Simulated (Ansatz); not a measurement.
Ansatz (a first-principles code) run on a (001) slab of LaB6 (cut from a parent of space group no. 221; 14 atoms in the cell): self-consistent single point.

Method of the run: LDA (PW92), PAW files made with PBE (plane waves; Ansatz).

The change in words: vacuum of 3 angstrom (first run: 10 Å). Reference geometry:
```xyz
14
Lattice="4.0745 0.0000 0.0000 0.0000 4.0745 0.0000 0.0000 0.0000 17.0590" Properties=species:S:1:pos:R:3 pbc="T T T"
La     0.0000     0.0000     7.0764
La     0.0000     0.0000    11.2290
B      3.2601     2.0373     5.0000
B      0.8144     2.0373     5.0000
B      2.0373     3.2601     5.0000
B      2.0373     0.8144     5.0000
B      2.0373     2.0373     6.2463
B      2.0373     2.0373     7.9064
B      3.2601     2.0373     9.1527
B      0.8144     2.0373     9.1527
B      2.0373     3.2601     9.1527
B      2.0373     0.8144     9.1527
B      2.0373     2.0373    10.3989
B      2.0373     2.0373    12.0590
```

Reference input (self-consistent single point, DFT, LDA (PW92), plane waves, PAW files made with PBE): basis.ecutwfc = 420 eV; kpoints.mp_grid.grid = 11 11 1; hamiltonian.xc = lda; hamiltonian.pseudopotentials = {kind: paw} (the program's default PAW files); scf.occupations.method = gaussian; scf.occupations.width = 0.136 eV. This run's input differs from it in these lines:

Ansatz 0.2 input:
```diff
@@ -4,18 +4,18 @@
     - [0.000000, 4.074541, 0.000000]
-    - [0.000000, 0.000000, 17.059000]
+    - [0.000000, 0.000000, 10.059014]
   atoms:
-    - { symbol: La, position_ang: [0.000000, 0.000000, 7.076397] }
-    - { symbol: La, position_ang: [0.000000, 0.000000, 11.229001] }
-    - { symbol: B, position_ang: [3.260122, 2.037270, 4.999993] }
-    - { symbol: B, position_ang: [0.814419, 2.037270, 4.999993] }
-    - { symbol: B, position_ang: [2.037270, 3.260122, 4.999993] }
-    - { symbol: B, position_ang: [2.037270, 0.814419, 4.999993] }
-    - { symbol: B, position_ang: [2.037270, 2.037270, 6.246306] }
-    - { symbol: B, position_ang: [2.037270, 2.037270, 7.906403] }
-    - { symbol: B, position_ang: [3.260122, 2.037270, 9.152699] }
-    - { symbol: B, position_ang: [0.814419, 2.037270, 9.152699] }
-    - { symbol: B, position_ang: [2.037270, 3.260122, 9.152699] }
-    - { symbol: B, position_ang: [2.037270, 0.814419, 9.152699] }
-    - { symbol: B, position_ang: [2.037270, 2.037270, 10.398893] }
-    - { symbol: B, position_ang: [2.037270, 2.037270, 12.059007] }
+    - { symbol: La, position_ang: [0.000000, 0.000000, 3.576402] }
+    - { symbol: La, position_ang: [0.000000, 0.000000, 7.729004] }
+    - { symbol: B, position_ang: [3.260122, 2.037270, 1.500000] }
+    - { symbol: B, position_ang: [0.814419, 2.037270, 1.500000] }
+    - { symbol: B, position_ang: [2.037270, 3.260122, 1.500000] }
+    - { symbol: B, position_ang: [2.037270, 0.814419, 1.500000] }
+    - { symbol: B, position_ang: [2.037270, 2.037270, 2.746312] }
+    - { symbol: B, position_ang: [2.037270, 2.037270, 4.406411] }
+    - { symbol: B, position_ang: [3.260122, 2.037270, 5.652703] }
+    - { symbol: B, position_ang: [0.814419, 2.037270, 5.652703] }
+    - { symbol: B, position_ang: [2.037270, 3.260122, 5.652703] }
+    - { symbol: B, position_ang: [2.037270, 0.814419, 5.652703] }
+    - { symbol: B, position_ang: [2.037270, 2.037270, 6.898904] }
+    - { symbol: B, position_ang: [2.037270, 2.037270, 8.559014] }
 basis:
```

Output, abridged:

```
SCF iter   1: F=—  HF=-13955.547218 eV  |F-HF|=—  |Δ(HF+E_count)|=         —  Δρ=7.25e-2  dr2=2.37e1  ethr=3.10e-3  ⟨swp⟩=4.5  Hψ=4147  notcnv=0
all-band conjugate gradients solve this SCF's bands
preconditioner: auto → Kerker (q_TF=auto, 2.287 Å⁻¹)
SCF iter   2: F=—  HF=-13952.087807 eV  |F-HF|=—  |Δ(HF+E_count)|=    3.46e0  Δρ=4.16e-2  dr2=9.21e0  ethr=3.10e-3  ⟨swp⟩=3.0  Hψ=1793  notcnv=0  defer=116
   [... lines left out ...]
SCF iter   7: F=—  HF=-13949.735655 eV  |F-HF|=—  |Δ(HF+E_count)|=   2.93e-5  Δρ=1.53e-4  dr2=9.64e-5  ethr=2.16e-6  ⟨swp⟩=2.1  Hψ=1260  notcnv=0  defer=140
SCF iter   8: F=—  HF=-13949.735662 eV  |F-HF|=—  |Δ(HF+E_count)|=   6.79e-6  Δρ=3.98e-5  dr2=4.76e-6  ethr=1.66e-7  ⟨swp⟩=2.0  Hψ=1417  notcnv=0  defer=140
SCF iter   9: F=—  HF=-13949.735663 eV  |F-HF|=—  |Δ(HF+E_count)|=   9.11e-7  Δρ=9.86e-6  dr2=5.57e-7  ethr=8.21e-9  ⟨swp⟩=2.6  Hψ=1213  notcnv=0  defer=140
SCF iter  10: F=-13949.735663 eV  HF=-13949.735663 eV  |F-HF|=4.39e-9  |Δ(HF+E_count)|=   6.08e-9  Δρ=2.46e-6  dr2=2.06e-8  ethr=1.72e-10  ⟨swp⟩=15.4  Hψ=5683  notcnv=0
SCF 1 converged in 10 iterations: F = -13949.735663 eV  dr2 = 2.06e-8
Free energy (F): -13949.735663 eV
Internal energy: -13949.695117 eV  (E = F + TS)
E sigma→0 (E₀):  -13949.715390 eV
Entropy (-TS):   -0.040546 eV (-2.896 meV/atom)
Fermi energy:    8.760872 eV
--- Forces (eV/Å), atoms counted from 1 ---
  atom   1  La    -0.00000000     0.00000000    -1.25875410
  atom   2  La     0.00000000     0.00000000    -0.16590574
  atom   3  B      0.62440696     0.00000000     0.44992738
  atom   4  B     -0.62440696     0.00000000     0.44992738
  atom   5  B      0.00000000     0.62440696     0.44992738
  atom   6  B      0.00000000    -0.62440696     0.44992738
  atom   7  B      0.00000000     0.00000000    -0.83468613
  atom   8  B      0.00000000     0.00000000     0.08467385
   [... lines left out ...]
  atom  14  B      0.00000000     0.00000000    -0.30700612
--- Stress (GPa, compression-positive) ---
       -2.688987       0.000000      -0.000000
        0.000000      -2.688987       0.000000
       -0.000000       0.000000      -5.573403
  P = ⅓ Tr σ = -3.6505 GPa (-36.505 kbar)
  The stress holds the Pulay correction. Without it, at fixed plane waves, as pw.x and ABINIT print it: P = -3.7883 GPa
```

The run converged in 10 iterations. Against the reference run the free energy goes down by 25.2 meV/atom and the largest force goes from 1.331 to 1.259 eV/Å.

The starting cell comes from a database of computed structures (which also holds hypothetical and non-ambient phases and stackings), without a prior relaxation at this level. The slab is cut from that crystal, and its faces are unrelaxed. Its lattice was rescaled in the plane by a random factor within 2.5 % of one. Spin polarisation is off, though cut faces can carry moments; the slab shows no gap. The two faces of this cut differ, and no dipole correction was used. Forces in this geometry exceed 1 eV/Å.
